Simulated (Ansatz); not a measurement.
AlP (model structure, started from the PtS type, P4₂/mmc, No. 131, 4 atoms in the cell): formation enthalpy by level of theory

No measured value is used here.

| level (code) | value (eV/atom) |
|---|---|
| PBE (Ansatz) | 0.029 |
| PBEsol (Ansatz) | 0.066 |
| PBE-D3(BJ) (Ansatz) | 0.091 |

PBE, PBEsol, PBE-D3(BJ): an element's reference phase differs from the standard state of thermochemical tables. Each level is taken at its own relaxed cell. Ansatz's density-functional and Hartree–Fock values are scalar-relativistic unless marked +SOC, with PAW data made under PBE.

A model structure was made by putting elements into a prototype or built by hand; it is no filed structure, need not be a known phase, and can be a saddle point held by its symmetry.

Ansatz is a program for electronic structure.
